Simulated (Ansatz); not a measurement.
The reference is Al2Cu (space group I4/mcm, No. 140; a = 6.059 Å, c = 4.874 Å). Axes: x, y, z lie along a, b, c of the conventional cell.

All numbers come from plane-wave PAW DFT at the PBE level (Ansatz, an electronic-structure program, 420 eV), scalar-relativistic without spin-orbit coupling, earlier PAW set.

Before the change:

```
Property  Value
--------  -----
Band gap   zero
```

One thing is altered: compressive biaxial strain of 0.88 % in the plane normal to [001], as in epitaxy on a mismatched substrate; the out-of-plane cell vector and the atoms relax.

Q: Estimate the effect on the energy relative to the base.

A: The energy goes up by 1.5 meV/atom.

Q: What does the calculation give for the band gap after the change?

A: The band gap is still zero.

A biaxial case was relaxed in a doubled cell and then solved in the primitive one. Without a gap, meshes like the base's 12×12×12 leave anisotropic stresses uncertain by several tenths of a GPa, and small strain energies with them. Whether these cells are dynamically stable was not tested. All final runs are without spin polarisation.
